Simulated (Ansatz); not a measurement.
Levels about the gap of amorphous In₂₂WO₃₆ (59 atoms in a cell of 807 Å³, 6.76 g/cm³; zone centre alone, so wide bands show as single levels with stretches between that a denser mesh fills), at the geometry that PBE relaxed, where it gives 0.2 GPa on a denser mesh. Exact exchange is cut at the faces of this small cell, which leaves a finite-size error. The participation number counts the atoms over which a state spreads; weights are charges in smoothed Voronoi cells. The levels come from a single point, so bond lengths are those of that geometry. Method of the levels: HSE06, scalar-relativistic without spin-orbit coupling (Ansatz, an electronic-structure program). Sampling: the zone centre alone; Fermi-Dirac width 0.02 eV; no spin polarisation. At PBE the levels at the filled edge of the gap are localised (band-tail or defect states).

A CHGNet melt-quench gave the starting glass, which DFT then relaxed. O atoms were pushed apart under 1.9 Å during the dynamics, to hinder bonds among them. The hot cell started wider than the set density and was brought back towards it in steps. It is the lowest in DFT energy of 2 quenches. It is a model cell: composition and starting density were chosen by hand, and all elements were melted together. No dispersion term was used. Its density started from a set value of 6.68 and ended at 6.76 g/cm³. Cooling (nominally 51 K/ps over its main leg) ran many orders faster than in experiment, which tends to leave more defects and strain. A cell of this size samples the disorder only roughly. Volume and shape were free in the relaxation.

```csv
"E - E(highest filled), eV",filling,participation number,largest on,weight O,weight W,weight In
-0.24,filled,14.8,"O, 4 neighbours",0.93,0.00,0.07
-0.23,filled,16.4,"O, 3 neighbours",0.94,0.00,0.06
-0.17,filled,17.6,"O, 3 neighbours",0.94,0.00,0.06
-0.10,filled,15.3,"O, 4 neighbours",0.94,0.00,0.06
-0.09,filled,15.0,"O, 3 neighbours",0.95,0.00,0.05
-0.06,filled,15.3,"O, 3 neighbours",0.93,0.00,0.06
0.00,filled,9.7,"O, 3 neighbours",0.95,0.00,0.05
2.16,empty,52.2,"In, 5 neighbours",0.52,0.01,0.48
4.36,empty,3.6,"W, 6 neighbours",0.39,0.50,0.10
4.51,empty,3.5,"W, 6 neighbours",0.38,0.52,0.10
4.92,empty,9.4,"W, 6 neighbours",0.46,0.29,0.25
5.34,empty,29.6,"In, 5 neighbours",0.58,0.00,0.42
5.38,empty,38.9,"In, 5 neighbours",0.58,0.05,0.37
5.50,empty,33.7,"In, 5 neighbours",0.60,0.02,0.38
```

Most localised among these is the empty level at +4.51 eV, on a W atom, which has 6 neighbours (O 1.83 Å, O 1.87 Å, O 1.87 Å, O 1.90 Å, O 2.07 Å, O 2.25 Å).
